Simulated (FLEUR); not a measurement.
Band structure of Ag (Fm-3m, 1 atom in the cell).

```yaml
crystal:
  lattice:
    - [0.00000, 2.06080, 2.06080]
    - [2.06080, 0.00000, 2.06080]
    - [2.06080, 2.06080, 0.00000]
  atoms:
    - { symbol: Ag, position: [0.00000, 0.00000, 0.00000] }
```

Level of theory: PBE, all-electron FLAPW (FLEUR), scalar-relativistic valence.

Settings: Kmax = 3.9 1/bohr; GmaxXC = 13.7 1/bohr; xcFunctional = pbe; jspins = 1; l_soc = F; mode = hist; fermiSmearingEnergy = 0.00999582 Htr; mesh (inpgen div1-3) = 9 9 9; inpgen gamma flag = false; Gmax = 13.7 1/bohr; numbands = 0; maxIterBroyd = 15; imix = Anderson; alpha = 0.05.

The starting cell comes from a database of computed structures (which also holds hypothetical and non-ambient phases and stackings), without a prior relaxation at this level. Its lattice was rescaled by a random factor within 2.5 % of one. Values depend on the basis (sphere radii, cutoffs, local orbitals), which need not be converged.

Levels in eV from the Fermi level, bands 5 to 12:
```json
[
 {"point": "Γ", "5": "-4.92", "6": "-4.92", "7": "-4.92", "8": "-3.93", "9": "-3.93", "10": "15.61", "11": "19.06", "12": "19.06"},
 {"point": "X", "5": "-6.35", "6": "-3.19", "7": "-2.96", "8": "-2.96", "9": "1.40", "10": "6.33", "11": "10.30", "12": "10.30"},
 {"point": "W", "5": "-5.17", "6": "-5.17", "7": "-3.92", "8": "-2.96", "9": "5.64", "10": "5.64", "11": "6.59", "12": "7.84"},
 {"point": "K", "5": "-5.66", "6": "-4.22", "7": "-3.71", "8": "-3.23", "9": "4.01", "10": "4.94", "11": "6.76", "12": "12.35"},
 {"point": "L", "5": "-4.94", "6": "-4.94", "7": "-3.16", "8": "-3.16", "9": "-0.55", "10": "3.25", "11": "14.88", "12": "17.34"},
 {"point": "U", "5": "-5.66", "6": "-4.22", "7": "-3.71", "8": "-3.23", "9": "4.01", "10": "4.94", "11": "6.76", "12": "12.35"}
]
```
